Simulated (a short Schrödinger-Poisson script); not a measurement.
Stack: MOS inversion layer, Si3N4 on p-type Si(100), at 300 K.

From the gate side: 4.1 nm Si3N4; 1600 nm Si, acceptors 6.9e16 cm⁻³.

Constants are typed, rounded textbook-type inputs, not results; the design itself was drawn at random and stands for no fabricated device. Si3N4: permittivity 7.5, conduction-band edge (eV) 1.95, gap (eV) 5.1, electron mass (mₑ) 0.5. Si: permittivity 11.7, conduction-band edge (eV) 0, gap (eV) 1.124, Nv at 300 K (cm⁻³) 3.1e19.

Channel valleys (confinement mass, in-plane density-of-states mass, number): Δ2 0.916, 0.19, 2; Δ4 0.19, 0.417, 4. At the gate the conduction-band edge of layer 1 lies 2.25 eV − eVg above the Fermi level of the channel; the field vanishes at the back. Gaps are held at their typed values at every temperature. Mesh 0.03 nm at interfaces.

From a short Schrödinger-Poisson script (our own, NumPy): 1D Poisson equation in equilibrium, electrons quantum, Hartree (BenDaniel-Duke, 12 states a valley, the channel's in-plane mass for all, wave functions free to enter the dielectric), parabolic valleys, classical holes, full ionisation, no traps, pinning or gate leakage.

```tsv
Vg (V)	electrons (cm⁻²)	C (μF/cm²)	Δ2 E0 (meV from the Fermi level)	Δ4 E0 (meV from the Fermi level)
0.2	2.40e9	0.0951	224.1	249.0
0.3	6.39e10	0.342	138.0	164.1
0.4	4.26e11	0.850	86.1	115.3
0.5	1.03e12	1.07	60.1	93.1
0.6	1.72e12	1.17	43.6	80.2
0.7	2.47e12	1.23	31.3	71.4
0.8	3.25e12	1.27	21.5	64.7
0.9	4.05e12	1.30	13.3	59.3
1	4.86e12	1.32	6.1	54.8
1.1	5.69e12	1.34	-0.3	50.9
1.2	6.53e12	1.35	-6.2	47.4
1.3	7.38e12	1.36	-11.6	44.3
1.4	8.23e12	1.37	-16.6	41.4
1.5	9.09e12	1.38	-21.3	38.7
1.6	9.96e12	1.39	-25.8	36.1
1.7	1.08e13	1.40	-30.1	33.7
1.8	1.17e13	1.40	-34.2	31.4
```

Gate voltages with under 1e9 electrons/cm² are left out.

Task: At Vg = 1.8 V the lowest Δ2 subband lies at -34.2 meV from the Fermi level. How many electrons does it hold, and what share of all?

Result: The two-dimensional density of states is g m/(πħ²) = 1.59e11 cm⁻² meV⁻¹ (both spins), kT = 25.9 meV, so n = D kT ln(1 + exp(−E/kT)) = 6.40e12 cm⁻², 0.55 of the 1.17e13 cm⁻² in all.

Task: Compare the slope of the sheet density between 1.6 and 1.8 V with the geometric capacitance of the layers between gate and channel.

Result: q Δn/ΔV = 1.39 μF/cm²; ε0/Σ(t/ε) = 1.62 μF/cm². The ratio is 0.86: the channel acts as a further capacitance in series.
